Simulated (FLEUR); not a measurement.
FLEUR run on GaGePt₆ (I-42m, 8 atoms in the cell): self-consistent single point.

Method: PBEsol, all-electron FLAPW (FLEUR), scalar-relativistic valence in FLEUR.

The change in words: lattice scaled by 0.98. Reference geometry:
```yaml
crystal:
  lattice:
    - [-2.76055, 2.76055, 3.97615]
    - [2.76055, -2.76055, 3.97615]
    - [2.76055, 2.76055, -3.97615]
  atoms:
    - { symbol: Ga, position: [0.00000, 0.00000, 0.00000] }
    - { symbol: Ge, position: [0.50000, 0.50000, 0.00000] }
    - { symbol: Pt, position: [0.94343, 0.94343, 0.39588] }
    - { symbol: Pt, position: [0.05657, 0.45245, 0.00000] }
    - { symbol: Pt, position: [0.54755, 0.54755, 0.60412] }
    - { symbol: Pt, position: [0.45245, 0.05657, 0.00000] }
    - { symbol: Pt, position: [0.50000, 0.00000, 0.50000] }
    - { symbol: Pt, position: [0.00000, 0.50000, 0.50000] }
```

Reference input (self-consistent single point, DFT, PBEsol, all-electron FLAPW (FLEUR), scalar-relativistic valence): Kmax = 4.5 1/bohr; GmaxXC = 18 1/bohr; xcFunctional = PBEs; jspins = 1; l_soc = F; mode = gauss; fermiSmearingEnergy = 0.00734986 Htr; mesh (inpgen div1-3) = 5 5 5; inpgen gamma flag = false; Gmax = 18 1/bohr; numbands = 0; maxIterBroyd = 25. This run's input differs from it in these lines:

```diff
@@ -3,6 +3,6 @@
 &input film=f /
--0.4954009713 0.4954009713 0.7135515085
-0.4954009713 -0.4954009713 0.7135515085
-0.4954009713 0.4954009713 -0.7135515085
-10.5302054436
+-0.4954009555 0.4954009555 0.7135515304
+0.4954009555 -0.4954009555 0.7135515304
+0.4954009555 0.4954009555 -0.7135515304
+10.3196012823
 1.0 1.0 1.0
@@ -50,5 +50,5 @@
          <bravaisMatrix>
-            <row-1>   -5.2166740047479871     5.2166740047479871     7.5138439790956921</row-1>
-            <row-2>    5.2166740047479871    -5.2166740047479871     7.5138439790956921</row-2>
-            <row-3>    5.2166740047479871     5.2166740047479871    -7.5138439790956921</row-3>
+            <row-1>   -5.1123403356304458     5.1123403356304458     7.3635672881029679</row-1>
+            <row-2>    5.1123403356304458    -5.1123403356304458     7.3635672881029679</row-2>
+            <row-3>    5.1123403356304458     5.1123403356304458    -7.3635672881029679</row-3>
          </bravaisMatrix>
```

Output (repeated stretches shortened):

```
 Iteration:     1   Distance:      17.28799843 me/bohr^3
 Iteration:     2   Distance:      15.33694142 me/bohr^3
 Iteration:     3   Distance:       6.87740783 me/bohr^3
 Iteration:     4   Distance:       3.33897245 me/bohr^3
 Iteration:     5   Distance:       2.65485307 me/bohr^3
   [... 11 lines left out ...]
 Iteration:    17   Distance:       0.00009477 me/bohr^3
 Iteration:    18   Distance:       0.00002546 me/bohr^3
 Iteration:    19   Distance:       0.00002476 me/bohr^3
 Iteration:    20   Distance:       0.00000384 me/bohr^3
 Reset of history
 Run finished successfully
 Stop message:
   Structural relaxation: new displacements generated

[file out, last iteration]
             iter=     21
[...]
          total density-effective poten   -2.0089095950E+05
          total charge density-energy d   -2.2656936073E+03
 Updated energy parameters for spin:           1
[...]
 fermi energy and band-weighting factors:
   [... 9 lines left out ...]

[...]
FERMIE:
          first approx. to ef    (T=0)  :   0.623763 htr   (energy of the highest occ. eigenvalue)
          number of occ. states  (T=0)  :       1105
          first approx. to seigv (T=0)  : -18.105139 htr
          sum of weights of occ. states :  61.544000
          sum of semicore charge        :   0.000000 e
          fermi energy=   0.62446 har   work function= -16.99232 ev
   [... lines left out ...]
          total moment                 =     0.00000
 Direct bandgap for spin            1 :    2.6213211695882421E-003  Htr
 ---->    free energy=                   -114689.8541948334 htr
   [... lines left out ...]
 TOTAL FORCE FOR ATOM TYPE=  2  X=  0.000   Y=  0.000   Z=  7.364
                       FX_TOT= 0.000000 FY_TOT= 0.000000 FZ_TOT= 0.000000
 TOTAL FORCE FOR ATOM TYPE=  3  X=  2.024   Y=  2.024   Z= -3.748
                       FX_TOT= 0.004342 FY_TOT= 0.004342 FZ_TOT= 0.003054
 TOTAL FORCE FOR ATOM TYPE=  4  X=  0.000   Y=  5.112   Z=  0.000
                       FX_TOT= 0.000000 FY_TOT= 0.000000 FZ_TOT= 0.000000
```

The run converged in 20 iterations. FLEUR gives forces in its relaxation mode, with a further iteration, so its stop message speaks of a relaxation. Against the reference run the total energy rises by 22.7 meV/atom and the largest force goes from 0.165 to 0.353 eV/Å.

The starting cell comes from a database of computed structures (which also holds hypothetical and non-ambient phases and stackings), without a prior relaxation at this level. For this run, on top of that: lattice scaled by 0.98. Spin-orbit coupling is off. Spin polarisation is off. Values depend on the basis (sphere radii, cutoffs, local orbitals), which need not be converged. The log's line on a gap gives a spacing of levels on this mesh, which the program prints for metals too.

Cost on one core of a shared machine: roughly 8 min.
